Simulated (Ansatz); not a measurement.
The parent structure is BAs in the zinc blende structure (space group F-43m, No. 216; a = 4.768 Å). Axes: x, y, z lie along the cube axes.

It is then changed as follows: the cell is stretched by 4.37 % along x with no lateral relaxation, atoms relaxed at fixed cell.

Levels (all Ansatz, an electronic-structure program, PAW): PBEsol (420 eV, no spin-orbit coupling); r2SCAN (500 eV, scalar-relativistic without spin-orbit coupling); HSE06 (420 eV, no SOC).

One geometry, relaxed with PBEsol, under each level:

| level | band gap | lowest conduction level above the VBM at special points | electron mass | pressure |
|---|---|---|---|---|
| PBEsol | 0.81 eV | X 1.04 eV; M 1.56 eV; N 2.19 eV; S 2.27 eV | 1.0 mₑ along k, 0.22 mₑ across (off the special points) | -55.0 kbar |
| r2SCAN | 1.08 eV | X 1.34 eV; M 1.85 eV; N 2.49 eV; S 2.62 eV | 1.0 mₑ along k, 0.21 mₑ across (off the special points) | -43.0 kbar |
| HSE06 | 1.53 eV | X 1.80 eV; M 2.29 eV; N 3.06 eV; Γ 3.83 eV | – | – |

Single points use the geometry relaxed with PBEsol. Their cutoffs differ, which shifts pressures a little. HSE06 was sampled on its mesh, a few special points and the semilocal edge points, so its gap is an upper bound. The cells carry an imposed strain or load. Effective masses come from finite differences of ±0.01 Å⁻¹. Along k means along the line from Γ to the band edge. Stability against distortions was not tested. Labels are those of the standard path for the cell's own space group.
